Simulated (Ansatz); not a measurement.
We consider A15 Nb3Sn (cubic form, which distorts at low temperature), described by LDA (plane waves, PAW; Ansatz, a quantum-chemistry and plane-wave program).

Total energies, extrapolated to zero smearing (they compare only within this program, potentials and cutoff):

```json
[
 {"system": "A15 Nb3Sn (cubic form, which distorts at low temperature), relaxed", "energy (eV/atom)": "-4802.0439"},
 {"system": "bcc Nb", "energy (eV/atom)": "-4442.5985"},
 {"system": "white tin (β-Sn)", "energy (eV/atom)": "-5879.5352"}
]
```

Work out the enthalpy of formation per atom.

ΔH_f ≈ ΔE = -4802.0439 − [3 × (-4442.5985) + 1 × (-5879.5352)]/4 = -0.211 eV/atom (0 K, no vibrations). The reference value is -0.158 ± 0.02 eV/atom (measured, 298 K, copied from a table, unchecked, no zero-point or thermal correction; as tabulated in Wang et al. (2021), doi:10.1038/s41598-021-94550-5), a difference of -0.053 eV/atom.

Spin–orbit coupling, which matters for such heavy atoms, is left out.

The PAW data were made under PBE.

Note: symmetry holds this phase in the static calculation, where it need not be a minimum.
